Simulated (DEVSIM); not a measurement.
abrupt Si p-n junction

Structure: abrupt Si p-n junction, at 300 K.

| layer (left to right) | material | thickness (μm) | Nd (cm⁻³) | Na (cm⁻³) | τn (s) | τp (s) |
|---|---|---|---|---|---|---|
| 1 | Si | 1.30 | - | 2.4e16 | 0.00014 | 0.00014 |
| 2 | Si | 180 | 2e15 | - | 0.00014 | 0.00014 |

Left contact: ohmic. Right contact: ohmic. Voltage is applied to the left contact. Recombination: SRH at mid-gap, radiative, Auger. Mobility is μmin + (μ − μmin)/(1 + (N/Nref)^α).

Constants are typed, rounded textbook-type inputs, not results; the design itself was drawn at random and stands for no fabricated device. Values at 300 K.

| parameter | Si |
|---|---|
| gap (eV) | 1.124 |
| affinity (eV) | 4.05 |
| permittivity | 11.7 |
| Nc (cm⁻³) | 2.86e19 |
| Nv (cm⁻³) | 3.1e19 |
| μn (cm²/Vs) | 1417 |
| μp (cm²/Vs) | 470 |
| μn,min | 52 |
| μp,min | 45 |
| Nref,n | 9.7e16 |
| Nref,p | 2.2e17 |
| αn | 0.68 |
| αp | 0.72 |
| B (cm³/s) | 4.7e-15 |
| Cn (cm⁶/s) | 2.8e-31 |
| Cp (cm⁶/s) | 9.9e-32 |

DEVSIM, 1D drift-diffusion, Boltzmann statistics, complete ionisation; no tunnelling, impact ionisation, image-force lowering or self-heating.

The potential step across the device at zero bias comes out as 0.691 V and the largest field in the device at zero bias comes out as 19000 V/cm. The dark forward voltage at 1 A/cm² is 0.620 V.

Small-signal capacitance in reverse bias (quasi-static):

| V (V) | C (nF/cm²) |
|---|---|
| -0.1 | 14.4 |
| -0.25 | 13.1 |
| -0.5 | 11.6 |
| -0.75 | 10.5 |
| -1 | 9.67 |
| -1.5 | 8.46 |
| -2 | 7.62 |
| -2.5 | 6.99 |
| -3.25 | 6.28 |
| -4 | 5.75 |
| -5 | 5.21 |

Dark reverse current:

| V (V) | J (A/cm²) |
|---|---|
| -0.10 | -2.3e-10 |
| -0.25 | -2.9e-10 |
| -0.50 | -3.6e-10 |
| -0.75 | -4.3e-10 |
| -1.00 | -4.9e-10 |
| -1.50 | -5.9e-10 |
| -2.00 | -6.8e-10 |
| -2.50 | -7.6e-10 |
| -3.25 | -8.6e-10 |
| -4.00 | -9.6e-10 |
| -5.00 | -1.1e-9 |
